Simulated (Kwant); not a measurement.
Device: six-terminal Hall bar in a CdTe two-dimensional gas. Effective mass 0.096 mₑ, grid spacing 12 nm, hard walls, nominal width 300 nm (25 grid rows, so walls 312 nm apart), one parabolic valley, scattering region 780 nm long along x; energies count from the band bottom; Fermi energy swept from 0.00034 to 0.00272 eV. Four side probes 150 nm wide, two on each edge; current runs along x; the sign of the Hall resistance is a convention. Perpendicular field 0.51 T, also in the leads; orbital effect alone.

The device is made up for the run: typed textbook-type constants, with dimensions and the other settings drawn at random.

Model: effective-mass tight-binding model on a square grid, one spin, coherent transport at 0 K (Kwant). Resistances are in h/e².

Question: How many Landau levels lie under the Fermi energy, and what Hall resistance follows, at 0.663 meV and 0.510 T; 1.27 meV and 0.510 T; 1.87 meV and 0.510 T; 2.28 meV and 0.510 T?

Answer: ħωc = ħeB/m = 1.21 meV a tesla; levels lie at (n + ½)ħωc. E/ħωc = 1.08 gives 1 level and h/(1e²) = 1.000; simulated 1.000. E/ħωc = 2.06 gives 2 levels and h/(2e²) = 0.500; simulated 0.500. E/ħωc = 3.05 gives 3 levels and h/(3e²) = 0.333; simulated 0.333. E/ħωc = 3.70 gives 4 levels and h/(4e²) = 0.250; simulated 0.250.
